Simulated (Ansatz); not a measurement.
KMnBr$_{3}$ in the cubic perovskite structure (space group Pm-3m, No. 221; ferromagnetic; a hypothetical phase, not in the database extracts checked)

```yaml
crystal:
  lattice:
    - [5.25470, 0.00000, 0.00000]
    - [0.00000, 5.25470, 0.00000]
    - [0.00000, 0.00000, 5.25470]
  atoms:
    - { symbol: K, position: [0.00000, 0.00000, 0.00000] }
    - { symbol: Mn, position: [0.50000, 0.50000, 0.50000] }
    - { symbol: Br, position: [0.00000, 0.50000, 0.50000] }
    - { symbol: Br, position: [0.50000, 0.50000, 0.00000] }
    - { symbol: Br, position: [0.50000, 0.00000, 0.50000] }
```

Computed with DFT with PBEsol, PAW potentials and a 420 eV plane-wave cutoff in Ansatz (an electronic-structure program), no spin-orbit coupling. Settings: 6×6×6 k-points, 0.05 eV Fermi–Dirac smearing.

```json
{
 "volume_per_atom": "29.02 Å³",
 "density": "3.82 g/cm³",
 "band_gap": "0.60 eV, indirect, R → Γ",
 "magnetic_state": "ferromagnetic",
 "total_energy": "-2719.915 eV/atom (σ→0; compares only within this code and set-up)"
}
```

Whether these cells are dynamically stable was not tested. No Hubbard U is applied and the magnetic state is the run's own (KMnBr3 ferromagnetic); other magnetic orders, which need larger cells, were not tried and can change the gap. A gap here joins edges of opposite spin (a spin-flip gap). Many cubic perovskites are stable only at high temperature; tilts and polar distortions were not tested.
